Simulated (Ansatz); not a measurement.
# A computed series for TiC: response to strain

Consider TiC in the rock salt structure (space group Fm-3m, No. 225; a = 4.2934 Å; relaxed with 0.1 eV smearing). Axes: x, y, z lie along the cube axes.

Strains are applied to the cell and any free atomic positions relax.

All numbers come from Ansatz (a quantum-chemistry and plane-wave program) PBEsol, no spin-orbit coupling.

Notes on the quantities. energy relative to the base: free energy F.

| uniaxial strain ε_zz (%) | energy relative to the base (meV/atom) |
|---|---|
| 0 | 0.0 |
| 0.5 | 0.4 |
| 1 | ? |
| 1.5 | 3.6 |
| 2 | 6.4 |
| 2.5 | 9.8 |
| 3 | 13.8 |

Problem. Fit ΔE = Aε² + Bε³ (ε in %) to the rows shown and predict the withheld row.

Solution. Least squares on the printed values gives A = 1.71 and B = -0.058 meV/atom (largest residual 0.1 meV/atom); this predicts 1.7 meV/atom, and the run gives 1.6 meV/atom, in agreement.

Whether these cells are dynamically stable was not tested. All final runs are without spin polarisation.
